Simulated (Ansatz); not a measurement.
# InP, response to strain

The parent structure is InP in the zinc blende structure (space group F-43m, No. 216; a = 5.907 Å). Axes: x, y, z lie along the cube axes.

Strains are applied to the cell and any free atomic positions relax; under biaxial strain the out-of-plane vector relaxes too.

The values are results of plane-wave PAW DFT at the r2SCAN level (Ansatz, a first-principles code, 500 eV), no spin-orbit coupling, earlier PAW set, not measurements.

Notes on the quantities. pressure: mean of the normal stresses, compression positive; energy relative to the base: free energy F.

```json
[
 {"change": "base", "pressure": "0.01 GPa", "band gap": "1.02 eV", "energy relative to the base": "0 meV/atom", "volume per atom": "25.77 Å³"},
 {"change": "biaxial strain −2.22 %, plane normal [001], relaxed out of plane", "pressure": "1.48 GPa", "band gap": "1.06 eV", "energy relative to the base": "___", "volume per atom": "25.23 Å³"},
 {"change": "biaxial strain −1.22 %, plane normal [001], relaxed out of plane", "pressure": "0.79 GPa", "band gap": "___", "energy relative to the base": "+2.3 meV/atom", "volume per atom": "25.48 Å³"},
 {"change": "biaxial strain −1.70 %, plane normal [111], relaxed out of plane", "pressure": "1.73 GPa", "band gap": "1.07 eV", "energy relative to the base": "+7.0 meV/atom", "volume per atom": "25.15 Å³"},
 {"change": "isotropic strain −4.11 %", "pressure": "___", "band gap": "1.75 eV", "energy relative to the base": "+97 meV/atom", "volume per atom": "22.72 Å³"},
 {"change": "isotropic strain −2.32 %", "pressure": "5.65 GPa", "band gap": "___", "energy relative to the base": "+29 meV/atom", "volume per atom": "24.02 Å³"},
 {"change": "isotropic strain +0.69 %", "pressure": "-1.34 GPa", "band gap": "0.90 eV", "energy relative to the base": "+2.3 meV/atom", "volume per atom": "26.31 Å³"},
 {"change": "uniaxial strain ε_xx = +1.56 %", "pressure": "-1.02 GPa", "band gap": "0.91 eV", "energy relative to the base": "+1.9 meV/atom", "volume per atom": "26.17 Å³"},
 {"change": "tensor shear ε_xz = +1.42 %", "pressure": "0.02 GPa", "band gap": "0.91 eV", "energy relative to the base": "+3.0 meV/atom", "volume per atom": "25.76 Å³"},
 {"change": "tensor shear ε_xy = −1.59 %", "pressure": "0.02 GPa", "band gap": "0.90 eV", "energy relative to the base": "+3.7 meV/atom", "volume per atom": "25.76 Å³"}
]
```

Task: Some entries are withheld; estimate them.

Result: 
- biaxial strain −2.22 %, plane normal [001], relaxed out of plane, energy relative to the base: +7.8 meV/atom
- biaxial strain −1.22 %, plane normal [001], relaxed out of plane, band gap: 1.04 eV
- isotropic strain −4.11 %, pressure: 11.42 GPa
- isotropic strain −2.32 %, band gap: 1.43 eV

Whether these cells are dynamically stable was not tested.
